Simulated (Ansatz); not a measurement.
**Competing hops of interstitial Mg in silicon, charge state +2**

System: interstitial Mg in silicon (charge state +2). Level of theory: PBE, PAW (plane waves to 420 eV; Ansatz, a quantum-chemistry and plane-wave program).

Settings: 64 host sites, the relaxed PBE lattice, a 2×2×2 k-point mesh shifted by half a step, smearing 0.01 eV, spin-restricted, no image-charge correction. Energies are static. The charge state is imposed; whether it is stable for some Fermi level was not computed. Sites that were not tried may lie lower.

Barriers: single points on a 3×3×3 k-point mesh shifted by half a step at the bands' geometries.

```
Route                           Start site over the lowest site run (eV)  Hop (Å)  Forward barrier (eV)  Backward barrier (eV)       Neighbours at the start  Neighbours at the saddle                        Saddle order  Forward, on the band's own sampling (eV)…
------------------------------  ----------------------------------------  -------  --------------------  ---------------------  ----------------------------  ------------------------  ----------------------------------  ----------------------------------------…
Mg moves alone to another site                                      0.00     2.36                  1.00                   1.00  4 Si at 2.52, 6 Si at 2.79 Å            6 Si at 2.47 Å  not checked, on a symmetry element                                      1.01…
```

Paths come from CI-NEB runs.  A band can be held on a symmetry element, so unchecked saddle points there may be too high.
